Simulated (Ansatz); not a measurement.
This Ansatz (an electronic-structure program) input is the reference run, BeTe in the zinc blende structure (space group F-43m, No. 216), computed with DFT with LDA, PAW potentials and a 420 eV plane-wave cutoff in Ansatz, no SOC:

Ansatz 0.2 input:
```yaml
crystal:
  lattice:
    - [0, 2.7771222962, 2.7771222962]
    - [2.7771222962, 0, 2.7771222962]
    - [2.7771222962, 2.7771222962, 0]
  atoms:
    - { symbol: Be, position: [0, 0, 0] }
    - { symbol: Te, position: [0.25, 0.25, 0.25] }
basis: { ecutwfc: 420, ecutrho_ratio: 4, xc_grid: 2, fft_grid_basis: typed }
kpoints: { mp_grid: { grid: [10, 10, 10] } }
hamiltonian:
  xc: lda
  dispersion: none
  pseudopotentials: { kind: paw }
scf: { occupations: { method: fermi_dirac, width: 0.05 }, convergence: { dr2_threshold: 0.0000000002 } }
output: { forces: true, stress: true }
checkpoint: { write: state.ck, write_every: 1000 }
```

Write the input for this change: the cell is scaled by 1.0050 in all directions, atoms relaxed at fixed cell.


Ansatz 0.2 input:
```yaml
crystal:
  lattice:
    - [0, 2.7910079077, 2.7910079077]
    - [2.7910079077, 0, 2.7910079077]
    - [2.7910079077, 2.7910079077, 0]
  atoms:
    - { symbol: Be, position: [0, 0, 0] }
    - { symbol: Te, position: [0.25, 0.25, 0.25] }
basis: { ecutwfc: 420, ecutrho_ratio: 4, xc_grid: 2, fft_grid_basis: typed }
kpoints: { mp_grid: { grid: [10, 10, 10] } }
hamiltonian:
  xc: lda
  dispersion: none
  pseudopotentials: { kind: paw }
scf: { occupations: { method: fermi_dirac, width: 0.05 }, convergence: { dr2_threshold: 0.0000000002 } }
relax: { f_tol: 0.005, max_steps: 50 }
output: { forces: true, stress: true }
checkpoint: { write: state.ck, write_every: 1000 }
```
This is the input that was run.

The cells carry an imposed strain or load. Whether these cells are dynamically stable was not tested.
